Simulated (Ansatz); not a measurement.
Response to strain in AlN

Take AlN in the wurtzite structure (space group P6_3mc, No. 186; a = 3.107 Å, c = 4.978 Å) as the base. Axes: x lies along a and z along c of the hexagonal cell.

Strains are applied to the cell and any free atomic positions relax; under biaxial strain the out-of-plane vector relaxes too; under stress the whole cell relaxes.

Computed with r2SCAN/PAW in Ansatz (a program for electronic structure), without spin-orbit coupling.

```tsv
change	shortest interatomic distance	band gap
base	1.888 Å	4.88 eV
biaxial strain +2.36 %, plane normal [001], relaxed out of plane	?	?
isotropic strain +2.31 %	1.932 Å	?
uniaxial strain ε_yy = +1.36 %	1.896 Å	4.72 eV
uniaxial strain ε_zz = −3.17 %	?	4.97 eV
uniaxial stress, 2 GPa tension along z	1.889 Å	4.88 eV
```

**Question.** Some entries are withheld; estimate them.

**Answer.** 
- biaxial strain +2.36 %, plane normal [001], relaxed out of plane, shortest interatomic distance: 1.905 Å
- biaxial strain +2.36 %, plane normal [001], relaxed out of plane, band gap: 4.38 eV
- isotropic strain +2.31 %, band gap: 4.27 eV
- uniaxial strain ε_zz = −3.17 %, shortest interatomic distance: 1.872 Å

Beyond what the load breaks, stability against distortions was not tested.
